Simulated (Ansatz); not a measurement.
Effect of pressure 1.5 GPa on CdSe

Consider CdSe in the zinc blende structure (space group F-43m, No. 216; a = 6.1333 Å).

The change: cell and atoms relaxed at a pressure of 1.5 GPa.

Level of theory: r2SCAN, PAW, 500 eV (Ansatz, a quantum-chemistry and plane-wave program; spin-orbit coupling left out). Settings: 9×9×9 k-points, 0.05 eV Fermi–Dirac smearing.

| quantity | base | changed | shift |
|---|---|---|---|
| lattice parameter a | 6.133 Å | 6.078 Å | -0.055 Å |
| shortest interatomic distance | 2.656 Å | 2.632 Å | -0.024 Å |
| enthalpy H = E + PV relative to the base's energy | – | +0.27 eV/atom | – |
| band gap | 1.04 eV | 1.10 eV | +0.06 eV |
| gap character | direct at Γ | direct at Γ | – |
| mean gap deformation potential ΔEg/Δln V | – | -2.2 eV | – |
| width of the top valence band | 2.12 eV | 2.24 eV | +0.12 eV |
| electron mass | 0.093 mₑ (at Γ) | 0.096 mₑ (at Γ) | – |
| hole mass (degenerate bands, along [100]) | 0.098, 0.70, 0.70 mₑ (at Γ) | 0.10, 0.67, 0.67 mₑ (at Γ) | – |

Load acts through the strain it causes; cell and atoms are relaxed under it. Masses are band curvatures over ±0.01 Å⁻¹ around the edge. No phonon test of stability was made.
